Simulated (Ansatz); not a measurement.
Take InAs in the zinc blende structure (space group F-43m, No. 216; a = 6.1096 Å) as the base. Axes: x, y, z lie along the cube axes.

Level of theory: Kohn–Sham DFT with the r2SCAN functional, run in Ansatz (a quantum-chemistry and plane-wave program) with PAW and 500 eV plane waves, scalar-relativistic without spin-orbit coupling.

For the base:

- Shortest interatomic distance = 2.646 Å
- Pressure = 0.00 GPa

The change: uniaxial strain ε_zz = −1.00 %, all other strain components held at zero, atoms relaxed at fixed cell.

Question: What does the calculation give for the energy relative to the base, shortest interatomic distance and pressure after the change?

Answer: The energy goes up by 0.7 meV/atom; the shortest interatomic distance decreases by 0.009 Å, from 2.646 Å to 2.637 Å; the pressure (mean of the normal stresses, compression positive) goes from zero to 0.58 GPa.

Stability against distortions was not tested.
